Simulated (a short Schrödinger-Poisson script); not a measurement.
MOS inversion layer, HfO2 on p-type GaAs

System: MOS inversion layer, HfO2 on p-type GaAs, at 300 K.

```csv
layer,material,thickness (nm),Na (cm⁻³)
1,HfO2,9.9,-
2,GaAs,400,1.5e18
```

The device is made up for the run: typed textbook-type constants, with dimensions and the other settings drawn at random. HfO2: permittivity 22, conduction-band edge (eV) 1.57, gap (eV) 5.7, electron mass (mₑ) 0.2. GaAs: permittivity 12.9, conduction-band edge (eV) 0, gap (eV) 1.424, Nv at 300 K (cm⁻³) 9e18.

Channel valleys (confinement mass, in-plane density-of-states mass, number): Γ 0.067, 0.067, 1. At the gate the conduction-band edge of layer 1 lies 1.85 eV − eVg above the Fermi level of the channel; the field vanishes at the back. Gaps are held at their typed values at every temperature. Mesh 0.03 nm at interfaces.

From a short Schrödinger-Poisson script (our own, NumPy): 1D Poisson equation in equilibrium, electrons quantum, Hartree (BenDaniel-Duke, 12 states a valley, the channel's in-plane mass for all, wave functions ending at the dielectric), parabolic valleys, classical holes, full ionisation, no traps, pinning or gate leakage.

```csv
Vg (V),electrons (cm⁻²),C (μF/cm²),Γ E0 (meV),Γ E1 (meV)
0.7,1.04e6,0.275,347.7,579.1
0.8,2.19e7,0.268,269.0,506.5
0.9,4.70e8,0.263,189.8,433.1
1,9.93e9,0.294,110.7,359.6
1.1,1.33e11,0.598,41.3,295.5
1.2,5.43e11,0.918,-2.9,256.2
1.3,1.11e12,1.03,-33.4,230.3
1.4,1.73e12,1.08,-59.4,208.9
```

Gate voltages with under 1e6 electrons/cm² are left out.

Subbands count from the Fermi level.
